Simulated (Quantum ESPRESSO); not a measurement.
# Convergence study of the k-point mesh at a smearing width of 0.3 eV for ZnNi (P4mm, 2 atoms in the cell)

```
CELL_PARAMETERS angstrom
      2.71006     0.00000     0.00000
      0.00000     2.71006     0.00000
      0.00000     0.00000     3.19786
ATOMIC_POSITIONS crystal
  Zn 0.50000 0.50000 0.51563
  Ni 0.00000 0.00000 0.00000
```

Method: LDA (PZ), PSlibrary PAW (LDA) pseudopotentials (plane waves; Quantum ESPRESSO).

Base settings: ecutwfc = 50 Ry; ecutrho = 300 Ry; occupations = smearing; smearing = fermi-dirac; degauss = 0.0073499 Ry; potentials = {Zn: Zn.pz-dn-kjpaw_psl.1.0.0.UPF, Ni: Ni.pz-n-kjpaw_psl.1.0.0.UPF}; K_POINTS = automatic 8 8 7 0 0 0; conv_thr = 1e-10 Ry; mixing_beta = 0.7.

In this ladder: degauss = 0.02205 Ry.

Only quantities that move along the ladder and can be compared are tabulated.

The count of work is k-points × plane waves × bands × iterations; it is no time. 

The starting cell comes from a database of computed structures (which also holds hypothetical and non-ambient phases and stackings), without a prior relaxation at this level. Its lattice was rescaled by up to half a per cent. One atom was moved a little off its site on purpose. Spin polarisation is off. In the base run, with a pressure of about -11 GPa the cell is away from its equilibrium volume at this level.

```tsv
K_POINTS	free energy less the last step's (meV/atom)	pressure (GPa)	largest difference of a force vector from the last step's (eV/Å)	count of work / last
automatic 4 4 4 0 0 0	-7.97	-9.66	0.004	0.011
automatic 5 5 4 0 0 0	3.42	-10.24	0.008	0.011
automatic 6 6 5 0 0 0	0.43	-9.89	0.000	0.019
automatic 8 8 6 0 0 0	-0.32	-10.02	0.001	0.038
automatic 9 9 8 0 0 0	0.25	-9.99	0.000	0.048
automatic 11 11 9 0 0 0	-0.13	-10.01	0.000	0.067
automatic 13 13 11 0 0 0	0.02	-10.01	0.000	0.11
automatic 16 16 14 0 0 0	0.00	-10.01	0.000	0.23
automatic 19 19 17 0 0 0	-0.01	-10.01	0.000	0.32
automatic 29 29 24 0 0 0	0.00	-10.01	0.000	1.0
```

Coarsest K_POINTS that holds the free energy within 5 meV/atom of the last step, with all finer ones: automatic 5 5 4 0 0 0, at 0.011 of the last step's count of work; the step before is off by 8.0 meV/atom.

Coarsest K_POINTS that holds the forces within 0.005 eV/Å of the last step, with all finer ones: automatic 6 6 5 0 0 0, at 0.019 of the last step's count of work; the step before is off by 0.008 eV/Å.

Coarsest K_POINTS that holds the pressure within 0.1 GPa of the last step, with all finer ones: automatic 8 8 6 0 0 0, at 0.038 of the last step's count of work; the step before is off by 0.12 GPa.
